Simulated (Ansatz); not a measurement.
Base system: CdSe in the wurtzite structure (space group P6_3mc, No. 186).

```yaml
crystal:
  lattice:
    - [4.38288, 0.00000, 0.00000]
    - [-2.19144, 3.79568, 0.00000]
    - [0.00000, 0.00000, 7.15467]
  atoms:
    - { symbol: Cd, position: [0.66667, 0.33333, 0.00047] }
    - { symbol: Cd, position: [0.33333, 0.66667, 0.50047] }
    - { symbol: Se, position: [0.66667, 0.33333, 0.62473] }
    - { symbol: Se, position: [0.33333, 0.66667, 0.12473] }
```

All numbers come from PBE, PAW, 420 eV (Ansatz, a program for electronic structure; spin-orbit coupling left out), earlier PAW set.

Carriers are added at fixed cell with a uniform background; the Fermi–Dirac width is that of 300 K.

One change was made to it. Results:

The gap between the host's bands drops by 0.12 eV to 0.42 eV; the Fermi level relative to the doped band's edge (positive inside the band; to 0.05 eV) is +2.25 eV; the gap character remains direct at Γ.

**Question.** Which change produced these results?
A. electrons 5.0×10^21 cm⁻³
B. holes 3.0×10^21 cm⁻³
C. holes 2.0×10^21 cm⁻³
D. electrons 3.0×10^21 cm⁻³
E. electrons 2.0×10^21 cm⁻³

**Answer.** A, electrons 5.0×10^21 cm⁻³. For comparison, the gap between the host's bands in the other runs: electrons 2.0×10^21 cm⁻³ gives 0.49 eV; holes 2.0×10^21 cm⁻³ gives 0.63 eV; electrons 3.0×10^21 cm⁻³ gives 0.46 eV; holes 3.0×10^21 cm⁻³ gives 0.67 eV.

Charged cell with a jellium background: band edges are those of the host's band count, energies are not comparable with the neutral cell, and many-body gap narrowing is missing. Stability against distortions was not tested.
